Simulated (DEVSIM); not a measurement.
**abrupt Si n-p junction**

Structure: abrupt Si n-p junction, at 300 K.

| layer (left to right) | material | thickness (μm) | Nd (cm⁻³) | Na (cm⁻³) | τn (s) | τp (s) |
|---|---|---|---|---|---|---|
| 1 | Si | 28.0 | 3.6e17 | - | 2.4e-7 | 2.4e-7 |
| 2 | Si | 150 | - | 7e15 | 2.4e-7 | 2.4e-7 |

Left contact: ohmic. Right contact: ohmic. Voltage is applied to the left contact. Recombination: SRH at mid-gap, radiative. Mobility is μmin + (μ − μmin)/(1 + (N/Nref)^α).

This is a model device: material constants are rounded textbook-type values typed into the input, and sizes, dopings and lifetimes were drawn at random. Values at 300 K.

```csv
parameter,Si
gap (eV),1.124
affinity (eV),4.05
permittivity,11.7
Nc (cm⁻³),2.86e19
Nv (cm⁻³),3.1e19
μn (cm²/Vs),1417
μp (cm²/Vs),470
"μn,min",52
"μp,min",45
"Nref,n",9.7e16
"Nref,p",2.2e17
αn,0.68
αp,0.72
B (cm³/s),4.7e-15
```

Simulated with DEVSIM: 1D drift-diffusion, Boltzmann statistics, complete ionisation; no tunnelling, impact ionisation, image-force lowering or self-heating.

The potential step across the device at zero bias is 0.794 V, the largest field in the device at zero bias comes out as 47000 V/cm and the dark forward voltage at 1 A/cm² comes out as 0.651 V. The dark forward voltage at 100 A/cm² is 1.477 V.

Dark forward current:

(V (V), J (A/cm²)): (-0.05, -2.2e-8); (-0.15, -2.4e-7); (-0.30, -8.5e-6); (-0.40, -0.00021); (-0.55, -0.052); (-0.65, -0.98); (-0.75, -3.9); (-0.90, -11); (-1.00, -19); (-1.10, -29); (-1.25, -50); (-1.35, -69); (-1.50, -110); (-1.60, -140)

Dark reverse current:

```json
[
 {"V (V)": "0.20", "J (A/cm²)": "2.9e-8"},
 {"V (V)": "0.50", "J (A/cm²)": "5.7e-8"},
 {"V (V)": "1.00", "J (A/cm²)": "9.4e-8"},
 {"V (V)": "1.50", "J (A/cm²)": "1.2e-7"},
 {"V (V)": "2.00", "J (A/cm²)": "1.5e-7"},
 {"V (V)": "3.00", "J (A/cm²)": "2.0e-7"},
 {"V (V)": "4.00", "J (A/cm²)": "2.4e-7"},
 {"V (V)": "5.00", "J (A/cm²)": "2.7e-7"},
 {"V (V)": "6.50", "J (A/cm²)": "3.2e-7"},
 {"V (V)": "8.00", "J (A/cm²)": "3.6e-7"},
 {"V (V)": "10.00", "J (A/cm²)": "4.1e-7"}
]
```
